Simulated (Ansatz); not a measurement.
Start from TiB2 (space group P6/mmm, No. 191; a = 3.032 Å, c = 3.224 Å). Axes: x lies along a and z along c of the hexagonal cell.

Computed with Ansatz (a quantum-chemistry and plane-wave program), PBE, PAW, cutoff 420 eV, without spin-orbit coupling.

Before the change:

* **Pressure**: 0.0 GPa
* **Volume per atom**: 8.56 Å³

The change: biaxial strain +0.84 %, plane normal [001], relaxed out of plane (Cartesian); in-plane vectors clamped, the third vector and the atoms free.

Q: Estimate the effect on the pressure.

A: The pressure (mean of the normal stresses, compression positive) goes from zero to -3.6 GPa.

Q: What happens to the volume per atom?

A: The volume per atom rises by 0.11 Å³ (8.56 Å³ → 8.67 Å³).

Stability against distortions was not tested. The final runs are not spin-polarised.
